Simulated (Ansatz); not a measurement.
ZnS: band gap against strain

ZnS (zinc blende, F-43m, 18.576 Å³/atom at rest, cube axes along x, y and z) under an equal strain ε along all three axes. LDA in Ansatz, a plane-wave DFT program (PAW, default set), 420 eV, 11×11×11 Γ-centred mesh, Fermi-Dirac smearing 0.05 eV; ions are relaxed within the symmetry of each cell. Gaps are the smallest over the k-mesh and a band path, without spin-orbit coupling; in all rows the valence edge lies at Γ and the conduction edge at Γ.

Here s stands for strain and Eg for gap.

```
strain (%)  gap (eV)
----------  --------
-3.00              ?
-1.50          2.333
-1.00          2.263
-0.50          2.194
0.00           2.125
0.50           2.058
1.00           1.992
1.50           1.926
```

Question: Using a straight line, estimate the missing Eg at s = -3.00 from the other rows, showing the fit.

Answer: Means: s 0, Eg 2.1273. About the means, the sum of products is -0.94950 and the sum of squares of s is 7.0000; the slope is their ratio. Least squares gives Eg = 2.1273 - 0.13564·s. Residuals (row less fit): 0.0022, 0.0001, -0.0011, -0.0023, -0.0015, 0.0003, 0.0022; standard error 0.0019 (degrees of freedom: 5). Over these rows the gap moves by -14 ± 0.07 eV per unit strain, or -4.5 eV per unit of ln V. At the withheld row, Eg = 2.1273 - 0.13564 × (-3.0) = 2.5342 eV. The calculation gives 2.547 eV, 0.0128 eV above the prediction (2.1 % of the range of Eg in the table). The row lies outside the fitted rows, so this is an extrapolation. From the scatter of the fitted rows alone, a prediction at this place has a standard error of 0.0030 eV, so the miss is 4.3 times that.

One order more, fitted to all 13 runs of the series, follows each within 0.001, so the miss is the next term of a smooth law. Other structures, which can take over under pressure, weren't tried. Rows are the converged runs of the series near zero and its far end; series whose fitted rows scatter by over a few per cent of the range, as at a crossing or softening among them, aren't shown in this form. Most that stay on the fit to the last digits aren't either.
